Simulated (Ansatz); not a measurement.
Base system: Mo in the bcc (W type) structure (space group Im-3m, No. 229; a = 3.112 Å; relaxed with 0.1 eV smearing).

All numbers come from Kohn–Sham DFT with the LDA functional, run in Ansatz (a program for electronic structure) with PAW and 420 eV plane waves, no spin-orbit coupling.

Base values:

| Property | Result |
|---|---|
| Pressure | 0.0 GPa |
| Band gap | zero |

Perturbation: every lattice vector is shortened by 3.00 %; the atoms relax in the strained cell.

### Question
What happens to the pressure?

### Answer
The pressure goes from zero to 32.2 GPa.

### Question
Predict the new energy relative to the base.

### Answer
The energy increases by 122 meV/atom.

### Question
What does the calculation give for the band gap after the change?

### Answer
The band gap is still zero.

No phonon test of stability was made. All final runs are without spin polarisation.
